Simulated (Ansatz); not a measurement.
System: AlBN2 (model structure, started from the LiGaO2 type, Pna2₁, No. 33, 16 atoms in the cell). Method: HSE06 (Ansatz, a program for electronic structure, plane waves, PAW).

Settings: plane-wave cutoff 460 eV, 4×4×4 k mesh, Fermi–Dirac smearing 0.01 eV, scalar-relativistic PAW data made under PBE.

Cell (relaxed with PBEsol):

```yaml
crystal:
  lattice:
    - [4.86220, 0.00000, 0.00000]
    - [0.00000, 5.74369, 0.00000]
    - [0.00000, 0.00000, 4.56319]
  atoms:
    - { symbol: B, position: [0.56979, 0.87554, 0.00754] }
    - { symbol: B, position: [0.43021, 0.12446, 0.50754] }
    - { symbol: B, position: [0.93021, 0.37554, 0.50754] }
    - { symbol: B, position: [0.06979, 0.62446, 0.00754] }
    - { symbol: Al, position: [0.59391, 0.37788, 0.99846] }
    - { symbol: Al, position: [0.40609, 0.62212, 0.49846] }
    - { symbol: Al, position: [0.90609, 0.87788, 0.49846] }
    - { symbol: Al, position: [0.09391, 0.12212, 0.99846] }
    - { symbol: N, position: [0.10922, 0.15173, 0.41277] }
    - { symbol: N, position: [0.89078, 0.84827, 0.91277] }
    - { symbol: N, position: [0.39078, 0.65173, 0.91277] }
    - { symbol: N, position: [0.60922, 0.34827, 0.41277] }
    - { symbol: N, position: [0.44968, 0.09772, 0.85443] }
    - { symbol: N, position: [0.55032, 0.90228, 0.35443] }
    - { symbol: N, position: [0.05032, 0.59772, 0.35443] }
    - { symbol: N, position: [0.94968, 0.40228, 0.85443] }
```

**Question.** Give the computed band gap, smallest direct gap on the k points sampled and direct gap at Γ.

**Answer.** 
* **band gap**: 6.30 eV (indirect)
* **smallest direct gap on the k points sampled**: 6.52 eV
* **direct gap at Γ**: 6.81 eV

Note: the relaxation could raise the start's symmetry but not lower it, so the cell can be a saddle point; cell and atoms aren't relaxed at this level (pressure -2.4 GPa).

Cost on a shared machine: around 6 core-minutes (rough).

A model structure was made by putting elements into a prototype or built by hand; it is no filed structure, need not be a known phase, and can be a saddle point held by its symmetry.
